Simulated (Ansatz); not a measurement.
Base system: W in the bcc (W type) structure (space group Im-3m, No. 229; relaxed with 0.1 eV smearing).

```yaml
crystal:
  lattice:
    - [-1.58442, 1.58442, 1.58442]
    - [1.58442, -1.58442, 1.58442]
    - [1.58442, 1.58442, -1.58442]
  atoms:
    - { symbol: W, position: [0.00000, 0.00000, 0.00000] }
```

Cartesian axes are those of the cell as printed.

All numbers come from r2SCAN, PAW, 500 eV (Ansatz, a program for electronic structure; scalar-relativistic without spin-orbit coupling).

Strains are applied to the cell and any free atomic positions relax; under biaxial strain the out-of-plane vector relaxes too.

One change was made to it. Results:

```json
[
 {"quantity": "energy relative to the base (free energy F)", "base": "0 meV/atom", "after": "+36 meV/atom"},
 {"quantity": "shortest interatomic distance", "base": "2.744 Å", "after": "2.691 Å"}
]
```

### Question
Which change produced these results?
(A) biaxial strain −0.83 %, plane normal [111], relaxed out of plane
(B) biaxial strain −2.50 %, plane normal [111], relaxed out of plane
(C) biaxial strain −2.08 %, plane normal [111], relaxed out of plane
(D) biaxial strain −1.67 %, plane normal [111], relaxed out of plane

### Answer
B, biaxial strain −2.50 %, plane normal [111], relaxed out of plane. For comparison, the energy relative to the base in the other runs: biaxial strain −2.08 %, plane normal [111], relaxed out of plane gives +24 meV/atom; biaxial strain −1.67 %, plane normal [111], relaxed out of plane gives +16 meV/atom; biaxial strain −0.83 %, plane normal [111], relaxed out of plane gives +3.8 meV/atom.

Stability against distortions was not tested. All final runs are without spin polarisation.
